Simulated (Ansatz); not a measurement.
The starting structures come from a database of crystals and need not be the phases stable at ambient conditions.

The decay constant κ of evanescent states in the gap governs leakage through a thin film.

```yaml
crystal:
  lattice:
    - [4.85147, 0.00000, 0.00000]
    - [0.00000, 9.01366, 0.00000]
    - [0.00000, 0.00000, 7.64864]
  atoms:
    - { symbol: Ca, position: [0.25000, 0.92378, 0.34559] }
    - { symbol: Ca, position: [0.75000, 0.07622, 0.65441] }
    - { symbol: Ca, position: [0.75000, 0.42378, 0.15441] }
    - { symbol: Ca, position: [0.25000, 0.57622, 0.84559] }
    - { symbol: Ca, position: [0.25000, 0.32173, 0.48184] }
    - { symbol: Ca, position: [0.75000, 0.67827, 0.51816] }
    - { symbol: Ca, position: [0.75000, 0.82173, 0.01816] }
    - { symbol: Ca, position: [0.25000, 0.17827, 0.98184] }
    - { symbol: Ge, position: [0.25000, 0.89778, 0.74652] }
    - { symbol: Ge, position: [0.75000, 0.10222, 0.25348] }
    - { symbol: Ge, position: [0.75000, 0.39778, 0.75348] }
    - { symbol: Ge, position: [0.25000, 0.60222, 0.24652] }
```

Space group of this cell: Pnma. The cell is taken as given; by PBEsol its mean pressure is -1.2 GPa.

Transport runs along the normal of the first two printed cell vectors.

No gap correction and no spin-orbit coupling; mid-gap values are interpolated between computed energies.

**Question.** Compute, with Ansatz (a first-principles code) with PBEsol, the band gap and the smallest decay constant κ at mid-gap.

**Answer.** Gap 0.27 eV on a 6×4×4 mesh; κ = 0.051 1/Å, at the zone centre.
